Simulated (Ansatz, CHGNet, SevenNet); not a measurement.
# TaN (model structure, started from the NbAs type, I4₁md, No. 109, 4 atoms in the cell): properties by level of theory

```tsv
level (code)	lattice constant a (Å)	lattice parameter c (Å)
CHGNet-r²SCAN	?	10.145
SevenNet-l3i5	2.906	?
r²SCAN (Ansatz)	2.902	10.239
```

### Question
Complete the blanks.

### Answer

- CHGNet-r²SCAN, lattice constant a (Å): 2.919
- SevenNet-l3i5, lattice parameter c (Å): 10.363

Ansatz's density-functional and Hartree–Fock values are scalar-relativistic unless marked +SOC, with PAW data made under PBE.

The computed numbers hold no vibrational or temperature effects.

A model structure was made by putting elements into a prototype or built by hand; it is no filed structure, need not be a known phase, and can be a saddle point held by its symmetry.

Ansatz is a quantum-chemistry and plane-wave program.
